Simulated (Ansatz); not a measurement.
A computed series for Sb: response to strain

The parent structure is Sb (space group R-3m, No. 166; a = 4.326 Å, c = 11.339 Å (hexagonal axes); layered; relaxed with 0.1 eV smearing). Axes: x lies along a and z along c of the hexagonal cell.

Strains are applied to the cell and any free atomic positions relax; under biaxial strain the out-of-plane vector relaxes too.

Computed with r2SCAN+rVV10, PAW, 500 eV (Ansatz, an electronic-structure program; without spin-orbit coupling).

Candidates:
(a) isotropic strain −4.72 %
(b) biaxial strain +4.22 %, plane normal [001], relaxed out of plane
(c) uniaxial strain ε_xx = −4.17 %
(d) uniaxial strain ε_yy = +2.50 %
(e) uniaxial strain ε_xx = −1.72 %

Notes on the quantities. energy relative to the base: free energy F.

Q: Order them by energy relative to the base, highest first.

A: (a) isotropic strain −4.72 % (+94 meV/atom), (b) biaxial strain +4.22 %, plane normal [001], relaxed out of plane (+32 meV/atom), (c) uniaxial strain ε_xx = −4.17 % (+17 meV/atom), (d) uniaxial strain ε_yy = +2.50 % (+5.6 meV/atom), (e) uniaxial strain ε_xx = −1.72 % (+2.8 meV/atom)

Stability against distortions was not tested.
